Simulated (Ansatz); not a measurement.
Functionals compared on the (21-31) surface of hcp Ti in its 1x1 cell, outermost plane spacing 0.16 Å in the ideal cut, in Ansatz (plane waves, PAW). The structure was relaxed with PBE; the other rows are single points on it, each with its references at the same level. Cutoff 420 eV (500 eV for r2SCAN).

Set-up: 24 atoms, 10.5 Å thick at the start; mesh 7x6x1; 0.1 eV smearing; dipole correction on; all atoms relaxed; start symmetry kept, larger cells not searched; no spin, no spin-orbit, no U. These notes are the PBE run's.

```csv
functional,surface energy (J/m²),work function of the top face (eV),rough cost of the single point
PBE,1.98,3.50,–
LDA,2.26,3.72,around 7 core-minutes (rough)
PBEsol,2.17,3.56,around 7 core-minutes (rough)
RPBE,1.83,3.37,around 6 core-minutes (rough)
r2SCAN,…,…,roughly 11 core-minutes
```

Question: What belongs in the gaps?

Answer: 
- r2SCAN, surface energy (J/m²): 2.15
- r2SCAN, work function of the top face (eV): 3.52

Ansatz is a program for electronic structure.
